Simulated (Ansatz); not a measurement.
Nb_Si in 4H silicon carbide (start: the Si(k) site; 96-site cell, 2×2×2 shifted sampling). Method: PBE, PAW (plane waves to 420 eV; Ansatz, a first-principles code). Total energies of the localised charge states, counted from that of charge +1, and their image corrections (point charge with alignment); the host's valence-band maximum lies at 9.362 eV on the cells' energy zero and its gap is 2.23 eV.

```csv
charge,moment (μB),E − E(first) (eV),correction (eV)
+1,not spin-polarised,0.000,0.377
0,1.0,11.375,0.000
```

Derive the transition levels above the valence-band maximum and say which of them are thermodynamic.

A level is the Fermi energy at which two charges have equal formation energy: ε(q/q′) = [E(q′) + corr(q′) − E(q) − corr(q)] / (q − q′) − E_VBM.
ε(+1/0) = [(11.375 + 0.000) − (0.000 + 0.377)] / 1 − 9.362 = 1.63 eV
Thermodynamic levels at least 0.1 eV inside the gap: (+1/0) at 1.63 eV. They hold to tenths of an eV in this cell. Only the charges listed were compared. At charge +2 the carrier sat in host band states, shallow at most. Charge −1 has its level within 0.1 eV of a band edge or past it. Flagged in the runs: a host whose relaxation on this sampling wasn't shown to rest, a strain field that reaches the edge of the cell.
